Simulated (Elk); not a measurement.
Convergence study of the k-point mesh for Mg (P-3m1, 2 atoms in the cell)

```xyz
2
Lattice="1.6002 -2.7716 0.0000 1.6002 2.7716 0.0000 0.0000 0.0000 5.1944" Properties=species:S:1:pos:R:3 pbc="T T T"
Mg     1.6002     0.9239     1.3486
Mg     1.6002    -0.9239     3.8958
```

Level of theory: Elk 10.2.4 with LDA (PW92), all-electron FP-LAPW, Elk's shipped species files, default APW+lo basis.

Base settings: swidth = 0.00367493 Ha; ngridk = 6 6 3; maxscl = 100.

Only quantities that move along the ladder and can be compared are tabulated.

The starting cell has typed, rounded lattice constants, without a prior relaxation at this level. Its lattice was rescaled by up to half a per cent. One atom was moved a little off its site on purpose. Values depend on the basis (sphere radii, cutoffs, local orbitals), which need not be converged. Without a gap this mesh is coarse (it stands for a supercell whose shortest vector is 16 Å).

Steps (ngridk): 2 2 1; 2 2 2; 3 3 2; 4 4 2; 4 4 3; 5 5 3; 6 6 3; 6 6 4; 7 7 4; 8 8 4; 8 8 5; 9 9 5; 10 10 6; 11 11 6; 12 12 7; 14 14 8; 17 17 9; 19 19 10.

What is the coarsest ngridk that holds the free energy within 5 meV/atom of the last step, with all finer ones?

12 12 7; the step before is off by 6.5 meV/atom.

```csv
ngridk,free energy less the last step's (meV/atom)
2 2 1,128.35
2 2 2,552.69
3 3 2,334.86
4 4 2,-13.32
4 4 3,-54.02
5 5 3,-30.71
6 6 3,43.58
6 6 4,29.88
7 7 4,-12.14
8 8 4,-7.75
8 8 5,-12.57
9 9 5,2.38
10 10 6,-0.84
11 11 6,-6.55
12 12 7,-0.76
14 14 8,-2.24
17 17 9,-1.05
19 19 10,0.00
```
